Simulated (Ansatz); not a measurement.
Cell of BaTiO3/SrHfO3 cubic perovskite (001) superlattice Ba5Hf4Sr3Ti4O24 on BaTiO3, with like interfaces (BaTiO3 and SrHfO3 held in this type, which need not be the stable form; untilted and non-polar, as the cell's symmetry holds it, where a distortion can lie lower), with its geometry taken from a PBE run:

```
CELL_PARAMETERS angstrom
      4.01929     0.00000     0.00000
      0.00000     4.01929     0.00000
      0.00000     0.00000    33.02607
ATOMIC_POSITIONS crystal
  Ba 0.00000 0.00000 0.00241
  O  0.50000 0.50000 0.00258
  Ti 0.50000 0.50000 0.06255
  O  0.50000 0.00000 0.06258
  O  0.00000 0.50000 0.06258
  Ba 0.00000 0.00000 0.12393
  O  0.50000 0.50000 0.12380
  Ti 0.50000 0.50000 0.18456
  O  0.50000 0.00000 0.18459
  O  0.00000 0.50000 0.18459
  Ba 0.00000 0.00000 0.24548
  O  0.50000 0.50000 0.24548
  Ti 0.50000 0.50000 0.30640
  O  0.50000 0.00000 0.30638
  O  0.00000 0.50000 0.30638
  Ba 0.00000 0.00000 0.36704
  O  0.50000 0.50000 0.36716
  Ti 0.50000 0.50000 0.42841
  O  0.50000 0.00000 0.42838
  O  0.00000 0.50000 0.42838
  Ba 0.00000 0.00000 0.48855
  O  0.50000 0.50000 0.48839
  Hf 0.50000 0.50000 0.55466
  O  0.50000 0.00000 0.55557
  O  0.00000 0.50000 0.55557
  Sr 0.00000 0.00000 0.61779
  O  0.50000 0.50000 0.61790
  Hf 0.50000 0.50000 0.68175
  O  0.50000 0.00000 0.68175
  O  0.00000 0.50000 0.68175
  Sr 0.00000 0.00000 0.74548
  O  0.50000 0.50000 0.74548
  Hf 0.50000 0.50000 0.80921
  O  0.50000 0.00000 0.80921
  O  0.00000 0.50000 0.80921
  Sr 0.00000 0.00000 0.87317
  O  0.50000 0.50000 0.87306
  Hf 0.50000 0.50000 0.93630
  O  0.50000 0.00000 0.93539
  O  0.00000 0.50000 0.93539
```

Calculation: HSE06 (plane waves to 420 eV, PAW; Ansatz, a program for electronic structure). No spin–orbit coupling; the runs are not spin-polarised. Its k-point mesh 4×4×1, Fermi–Dirac width 0.01 eV. HSE06 ran on meshes of its own (4×4×1); its edges and gaps are taken over the mesh and over extra points off it, mostly where PBE has its edges.

Question: Give the plane-averaged electrostatic potential energy of an electron along the normal (the smooth PAW potential), about its mean over the cell.

Answer: 
```tsv
z (Å)	V (eV)
0.000	-4.28
0.587	0.04
1.174	5.08
1.615	-0.38
2.202	-4.90
2.789	4.48
3.376	3.14
3.963	-3.80
4.403	-2.23
4.991	4.68
5.578	1.05
6.165	-5.23
6.752	3.63
7.192	4.84
7.779	-2.04
8.367	-2.76
8.954	4.35
9.541	2.26
9.981	-4.82
10.568	-0.30
11.155	5.07
11.743	-1.43
12.330	-3.27
12.770	2.30
13.357	5.04
13.944	-4.22
14.531	-1.62
15.119	5.02
15.559	1.06
16.146	-4.40
16.733	1.26
17.320	5.30
17.761	1.16
18.348	-6.22
18.935	1.62
19.522	5.23
20.109	-5.96
20.550	-8.75
21.137	4.07
21.724	4.47
22.311	-5.03
22.898	-2.53
23.338	4.69
23.926	3.50
24.513	-9.22
25.100	-1.30
25.687	5.58
26.127	1.67
26.714	-6.14
27.302	1.26
27.889	5.52
28.476	-4.37
28.916	-9.44
29.503	3.04
30.090	4.65
30.678	-4.92
31.265	-2.91
31.705	4.28
32.292	3.67
32.879	-3.38
```
